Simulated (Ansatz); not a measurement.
## GaP: uniaxial strain ε_zz = −2.00 %

Start from GaP in the zinc blende structure (space group F-43m, No. 216; a = 5.4513 Å). Axes: x, y, z lie along the cube axes.

One thing is altered: the cell is compressed by 2.00 % along z with no lateral relaxation; the atoms relax in the strained cell.

Calculations: plane-wave PAW DFT at the r2SCAN level (Ansatz, a quantum-chemistry and plane-wave program, 500 eV), no spin-orbit coupling. Γ-centred 10×10×10 mesh, Fermi–Dirac width 0.05 eV.

The volume per atom shrinks by 0.405 Å³, from 20.25 Å³ to 19.84 Å³ and the space group changes from F-43m (No. 216) to I-4m2 (No. 119). The shortest interatomic distance shrinks by 0.0156 Å to 2.345 Å and the energy grows by 3.7 meV/atom. The pressure (mean of the normal stresses, compression positive) goes from zero to 1.85 GPa and the band gap drops by 0.24 eV (1.85 eV → 1.61 eV). The gap character is indirect, Γ → Γ–M (87 % along) and the smallest direct gap increases by 0.10 eV (2.36 eV → 2.46 eV). The electron mass becomes 1.00 mₑ along k, 0.23 mₑ across (off the special points) (base: 1.1 mₑ along k, 0.23 mₑ across (off the special points)) and the hole mass comes out as 0.13 mₑ along z, 0.35 mₑ across (at Γ). The valence-band top at Γ (three highest levels, from the VBM) changes from 0.00, 0.00, 0.00 eV to 0.00, -0.12, -0.12 eV and the stress (xx, yy, zz, yz, xz, xy; compression positive) is (1.31, 1.31, 2.91, 0.00, 0.00, 0.00) GPa.

Effective masses come from finite differences of ±0.01 Å⁻¹. Along k means along the line from Γ to the band edge. Stability against distortions was not tested. Labels are those of the standard path for the cell's own space group.
